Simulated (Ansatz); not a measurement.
**BaTiO3: Ba → Sr**

Consider BaTiO3 in the cubic perovskite structure (space group Pm-3m, No. 221; a = 4.0195 Å).

One thing is altered: full substitution Ba → Sr; the structure is relaxed again.

Calculations: DFT with PBE, PAW potentials and a 420 eV plane-wave cutoff in Ansatz (a program for electronic structure), scalar-relativistic without spin-orbit coupling, earlier PAW set. Γ-centred 8×8×8 mesh, Fermi–Dirac width 0.05 eV.

```
quantity                                  base          changed        shift
-----------------------------  ---------------  ---------------  -----------
volume per atom                       12.99 Å³         12.20 Å³     -0.79 Å³
density                             5.96 g/cm³       4.99 g/cm³  -0.97 g/cm³
lattice parameter a                   401.9 pm         393.7 pm     -8.29 pm
space group                    Pm-3m (No. 221)  Pm-3m (No. 221)            –
shortest interatomic distance         201.0 pm         196.8 pm     -4.15 pm
band gap                               1.79 eV          1.85 eV     +0.06 eV
gap character                  indirect, R → Γ  indirect, R → Γ            –
smallest direct gap                    1.90 eV          2.20 eV     +0.30 eV
```

Final structure:

```xyz
5
Lattice="3.9365 0.0000 0.0000 0.0000 3.9365 0.0000 0.0000 0.0000 3.9365" Properties=species:S:1:pos:R:3 pbc="T T T"
Sr     0.0000     0.0000     0.0000
Ti     1.9683     1.9683     1.9683
O      0.0000     1.9683     1.9683
O      1.9683     1.9683     0.0000
O      1.9683     0.0000     1.9683
```

Cost of the whole job for the changed cell (relaxation, final SCF and bands): roughly 23 core-seconds.

Whether these cells are dynamically stable was not tested. All final runs are without spin polarisation. Many cubic perovskites are stable only at high temperature; tilts and polar distortions were not tested. This is not the structure that BaTiO3 has at room temperature and ambient pressure.
